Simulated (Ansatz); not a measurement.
Partial pair distribution functions of a relaxed model of amorphous Si24O47H2, broadened by 0.06 Å; density 2.24 g/cm³. The numbers are results of PBE, scalar-relativistic without spin-orbit coupling (plane waves to 420 eV, PAW; Ansatz, a first-principles code), not measurements. The usual formal charges leave 4 electrons over, so the level spacing at the Fermi energy parts defect or band states and needn't be the band gap. In the spin-polarised cell the level spacing at the Fermi energy can part levels of unlike spin.

It comes from a melt-quench run on a machine-learned potential (CHGNet), relaxed afterwards by DFT. O atoms were pushed apart under 1.9 Å during the dynamics, to hinder bonds among them. The hot cell started wider than the set density and was brought back towards it in steps. It is the lowest in DFT energy of 2 quenches. It is a model cell: composition and starting density were chosen by hand, and all elements were melted together. No dispersion term was used. Its density started from a set value of 2.24 and ended at 2.24 g/cm³. Cooling (nominally 780 K/ps over its main leg) ran many orders faster than in experiment, which tends to leave more defects and strain. A cell of this size samples the disorder only roughly. The volume was held where the preparation left it, at a PBE pressure of 1.9 GPa. Stress components on the final sampling reach 3.1 GPa.

```tsv
r (Å)	g Si-O	g Si-Si	g O-O
1.40	0.02	0.00	0.00
1.50	1.84	0.00	0.00
1.60	15.01	0.00	0.00
1.70	8.58	0.00	0.00
1.80	0.37	0.00	0.00
1.90	0.00	0.00	0.00
2.00	0.00	0.00	0.00
2.10	0.00	0.02	0.00
2.20	0.00	0.30	0.00
2.30	0.00	0.25	0.00
2.40	0.00	0.01	0.03
2.50	0.00	0.00	1.10
2.60	0.00	0.00	5.66
2.70	0.00	0.05	5.69
2.80	0.01	0.82	1.82
2.90	0.07	3.61	0.63
3.00	0.19	4.80	0.59
3.10	0.42	2.95	0.52
3.20	0.83	1.69	0.47
3.30	1.04	0.22	0.61
3.40	1.14	0.01	0.64
3.50	1.16	0.17	0.82
3.60	1.17	0.25	0.67
3.70	1.45	0.08	0.56
3.80	1.45	0.18	0.44
3.90	1.36	0.35	0.60
4.00	1.60	0.67	0.75
4.10	1.82	0.82	0.82
4.20	2.11	0.66	0.85
4.30	1.45	0.63	0.78
4.40	0.95	1.11	0.92
4.50	0.62	1.46	0.92
4.60	0.63	1.38	1.01
4.70	0.74	1.13	1.28
4.80	0.69	1.13	1.35
4.90	0.61	1.45	1.51
5.00	0.67	1.79	1.45
5.10	0.82	1.40	1.45
```

Within 1.88 Å each Si has 3.83 O neighbours on average.
